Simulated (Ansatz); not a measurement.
GeSe2 (I-42d), PBEsol, rigid bands in Ansatz (a program for electronic structure): N_c = 2.36e19 cm⁻³ at 300 K and an electron conductivity mass of 0.512 mₑ along z (a = (-2.90, 2.90, 4.80) Å; b = (2.90, -2.90, 4.80) Å; c = (2.90, 2.90, -4.80) Å).

**Question.** For 1e17 electrons per cm³ at 300 K, place the Fermi level, estimate the Seebeck coefficient of a parabolic band with constant τ, and give mobility and conductivity for τ = 5 fs.

**Answer.** The level lies k_BT ln(N_c/n) = 0.141 eV below the conduction-band minimum. S ≈ −(k_B/e)[ln(N_c/n) + 5/2] = -686 μV/K, against -686 μV/K from the full bands (mean over directions). μ = eτ/m = 17.2 cm²/(V·s) and σ = neμ = 0.275 S/cm. τ is assumed, not computed.

Band transport and this doping are assumed; polarons and phonon drag are left out. Spin-orbit coupling is left out.

Computed structure, not matched to a measured one here, so possibly hypothetical: GeSe2 (I-42d).
